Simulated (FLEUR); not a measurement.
A user runs FLEUR on Cu₃Au (Pm-3m, 4 atoms in the cell) and asks whether the run is sound. The aim is a self-consistent single point with DFT, PBE, all-electron FLAPW (FLEUR), scalar-relativistic valence.

Cell that was meant: a = 3.7007 Å, b = 3.7007 Å, c = 3.7007 Å, α = 90.00°, β = 90.00°, γ = 90.00°.

Part of the input:

```xml
      <ldaU l_linMix="F" mixParam="0.05" spinf="1.0"/>
   </calculationSetup>
   <cell>
      <bzIntegration valenceElectrons="50.0" mode="gauss" fermiSmearingEnergy="0.136">
         <kPointListSelection listName="default-1"/>
         <!-- k-points included here -->
         <xi:include xmlns:xi="http://www.w3.org/2001/XInclude" href="kpts.xml"> </xi:include>
```

Output, abridged:

```
      Welcome to FLEUR        (www.flapw.de)
      MaX-Release 8.1          (www.max-centre.eu)

 ========== k-point set info ==========
 Selected k-point list: default-1
 k-point list type: mesh
 7 x 7 x 7
 Number of k points: 20

 ------------Calculation Setup---------------------------
           1           2           4           5          10          20
 Number of basis functions:          517
 Iteration:     1   Distance:      40.92453670 me/bohr^3
 Iteration:     2   Distance:      29.91674860 me/bohr^3
 Iteration:     3   Distance:      12.28329312 me/bohr^3
 Iteration:     4   Distance:       6.80608749 me/bohr^3
 Iteration:     5   Distance:       5.90083247 me/bohr^3
   [... 11 lines left out ...]
 Iteration:    17   Distance:       0.00008226 me/bohr^3
 Iteration:    18   Distance:       0.00005726 me/bohr^3
 Iteration:    19   Distance:       0.00001294 me/bohr^3
 Iteration:    20   Distance:       0.00000146 me/bohr^3
 Run finished successfully
 Stop message:
   Structural relaxation: Done

[file out, last iteration]
             iter=     21
[...]
          total density-effective poten   -4.1480855246E+04
          total charge density-energy d   -5.6839023658E+02
 Updated energy parameters for spin:           1
[...]
 fermi energy and band-weighting factors:

[...]
FERMIE:
          first approx. to ef    (T=0)  :   0.399926 htr   (energy of the highest occ. eigenvalue)
          number of occ. states  (T=0)  :        499
          first approx. to seigv (T=0)  :   1.616941 htr
          sum of weights of occ. states :  25.049563
          sum of semicore charge        :   0.000000 e
          fermi energy=   0.45770 har   work function= -12.45476 ev
   [... lines left out ...]
          total moment                 =     0.00000
 Direct bandgap for spin            1 :    5.2492694857655453E-002  Htr
 ---->    free energy=                    -24012.7672777524 htr
   [... lines left out ...]
 ---->    total electron energy=          -24012.7672777524 htr
 ***** TOTAL FORCES ON ATOMS *****
 TOTAL FORCE FOR ATOM TYPE=  1  X=  0.000   Y=  3.497   Z=  3.497
                       FX_TOT= 0.000000 FY_TOT= 0.000000 FZ_TOT= 0.000000
 TOTAL FORCE FOR ATOM TYPE=  2  X=  0.000   Y=  0.000   Z=  0.000
                       FX_TOT= 0.000000 FY_TOT= 0.000000 FZ_TOT= 0.000000
 Structural relaxation: Done
```

FLEUR gives forces in its relaxation mode, with a further iteration, so its stop message speaks of a relaxation.

Problem. Can these results be used? Check the input.

Solution. The run is not sound. The fault is an energy in the wrong unit. A bare number is read in the key's own unit, and eV, Ry (13.6 eV) and Ha (27.2 eV) lie far apart, so the setting ends up far from the one that was meant. To fix it, convert the value to the unit that the key expects. The run converged in 20 iterations without an error; against the sound input the total energy rises by 1.90 eV/atom.

The sound input it was made from differs as follows (other fixes are possible):
```diff
-      <bzIntegration valenceElectrons="50.0" mode="gauss" fermiSmearingEnergy="0.136">
+      <bzIntegration valenceElectrons="50.0" mode="gauss" fermiSmearingEnergy="0.00499791">
```

With that input, the run converged in 18 iterations: total energy -653428.2992 eV; Fermi level (on the code's own zero) 11.18 eV (DFT, PBE, all-electron FLAPW (FLEUR), scalar-relativistic valence).

On the sound input: the starting cell comes from a database of computed structures (which also holds hypothetical and non-ambient phases and stackings), without a prior relaxation at this level. Its lattice was rescaled by a random factor within 2.5 % of one. Spin-orbit coupling is off. Spin polarisation is off. Values depend on the basis (sphere radii, cutoffs, local orbitals), which need not be converged. The log's line on a gap gives a spacing of levels on this mesh, which the program prints for metals too.

These are the values that this program gave, and no reference: the default basis lacks the next d shell.
